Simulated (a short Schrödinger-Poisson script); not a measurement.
Stack: MOS inversion layer, Al2O3 on p-type Si(110), at 400 K.

```tsv
layer	material	thickness (nm)	Na (cm⁻³)
1	Al2O3	4.4	-
2	Si	480	8.1e17
```

Constants are typed, rounded textbook-type inputs, not results; the design itself was drawn at random and stands for no fabricated device. Al2O3: permittivity 9, conduction-band edge (eV) 2.7, gap (eV) 6.8, electron mass (mₑ) 0.3. Si: permittivity 11.7, conduction-band edge (eV) 0, gap (eV) 1.124, Nv at 300 K (cm⁻³) 3.1e19.

Channel valleys (confinement mass, in-plane density-of-states mass, number): Δ4 0.315, 0.324, 4; Δ2 0.19, 0.417, 2. At the gate the conduction-band edge of layer 1 lies 3.14 eV − eVg above the Fermi level of the channel; the field vanishes at the back. Gaps are held at their typed values at every temperature. Mesh 0.03 nm at interfaces.

From a short Schrödinger-Poisson script (our own, NumPy): 1D Poisson equation in equilibrium, electrons classical, Fermi-Dirac, parabolic valleys, classical holes, full ionisation, no traps, pinning or gate leakage.

The same stack at other levels of the model or other numerical settings:

| run | sheet density of all electrons at Vg = 2.2 V (cm⁻²) | sheet density of all electrons at Vg = 1 V (cm⁻²) | capacitance at Vg = 2.2 V (μF/cm²) | centroid of the channel electrons at Vg = 2.2 V (nm) | rough cost against the base |
|---|---|---|---|---|---|
| base | 1.49e13 | 2.95e12 | 1.65 | 0.55 | about 1 |
| electrons treated as classical, Boltzmann | 1.55e13 | ___ | 1.73 | 0.38 | 0.2 |
| electrons treated as quantum, Hartree | 1.29e13 | ___ | 1.53 | 1.42 | 8 |
| mesh six times as coarse | 1.46e13 | 2.88e12 | 1.62 | ___ | 0.3 |

Q: Complete the blanks.

A: 
- mesh six times as coarse, centroid of the channel electrons at Vg = 2.2 V (nm): 0.63
- electrons treated as classical, Boltzmann, sheet density of all electrons at Vg = 1 V (cm⁻²): 3.03e12
- electrons treated as quantum, Hartree, sheet density of all electrons at Vg = 1 V (cm⁻²): 2.01e12

The classical rows ignore confinement, and Boltzmann statistics overrate the density once the band edge passes the Fermi level.
